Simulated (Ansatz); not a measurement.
An Ansatz (a program for electronic structure) run: Si with a change (Si → Ti); Kohn–Sham DFT with the PBEsol functional, run in Ansatz with PAW and 420 eV plane waves, no spin-orbit coupling.

Input:

Ansatz 0.2 input:
```yaml
crystal:
  lattice:
    - [0, 2.7594904851, 2.7594904851]
    - [2.7594904851, 0, 2.7594904851]
    - [2.7594904851, 2.7594904851, 0]
  atoms:
    - { symbol: Ti, position: [0, 0, 0] }
    - { symbol: Ti, position: [0.25, 0.25, 0.25] }
basis: { ecutwfc: 420, ecutrho_ratio: 4, xc_grid: 2, fft_grid_basis: typed }
kpoints: { mp_grid: { grid: [15, 15, 15] } }
hamiltonian:
  xc: pbesol
  dispersion: none
  pseudopotentials: { kind: paw }
scf: { occupations: { method: fermi_dirac, width: 0.05 }, convergence: { dr2_threshold: 0.0000000002 } }
output: { forces: true, stress: true }
checkpoint: { write: state.ck, write_every: 1000 }
```

Output (explanatory and most iteration lines left out):

```
Pseudopotential: Ti, paw, valence charge 12
Crystal: 2 atoms, lattice volume = 42.026 Å³
Basis set: ecut = 420 eV, 869 PW (Γ), exchange–correlation on 54×54×54 points (8 copies of the dense FFT grid, shifted against one another)
Bands: 16, of which v1, the nominal top of the filled ones, is band 12 counted from 1 (11 counted from 0)
Symmetry: 48 space group operations
Space group: Fd-3m (ITA 227), of the structure as read, at distance tolerance 3.5e-5 Å
k-points: 120 of 3375
Functional: x = pbesol(κ = 0.804, μ = 0.12345679012345678), c = pbesol(β = 0.046)
SCF iter   1: F=—  HF=-4943.048158 eV  |F-HF|=—  |Δ(HF+E_count)|=         —  Δρ=1.36e-2  dr2=5.77e-2  ethr=1.77e-3  ⟨swp⟩=4.1  Hψ=7855  notcnv=0
SCF iter   2: F=—  HF=-4943.038134 eV  |F-HF|=—  |Δ(HF+E_count)|=   1.00e-2  Δρ=6.20e-3  dr2=1.20e-2  ethr=2.41e-4  ⟨swp⟩=2.0  Hψ=3195  notcnv=0
SCF 1 converged in 8 iterations: F = -4943.036404 eV  dr2 = 3.26e-11
SCF converged after 8 iterations
Free energy (F): -4943.036404 eV
Internal energy: -4942.980928 eV  (E = F + TS)
E sigma→0 (E₀):  -4943.008666 eV
Entropy (-TS):   -0.055476 eV (-27.738 meV/atom)
Fermi energy:    10.140095 eV
--- Forces (eV/Å), atoms counted from 1 ---
  atom   1  Ti     0.00000000    -0.00000000     0.00000000
  atom   2  Ti    -0.00000000    -0.00000000    -0.00000000
--- Stress (GPa, compression-positive) ---
        0.000422      -0.000000       0.000000
       -0.000000       0.000422      -0.000000
        0.000000       0.000000       0.000422
  P = ⅓ Tr σ = 0.0004 GPa (0.004 kbar)
```

Stability against distortions was not tested. All final runs are without spin polarisation. The cell was made from Si by this change: Si → Ti; the result is a hypothetical phase, not in the database extracts checked. Ti has a high density of states at the Fermi level and may be magnetic at this level.
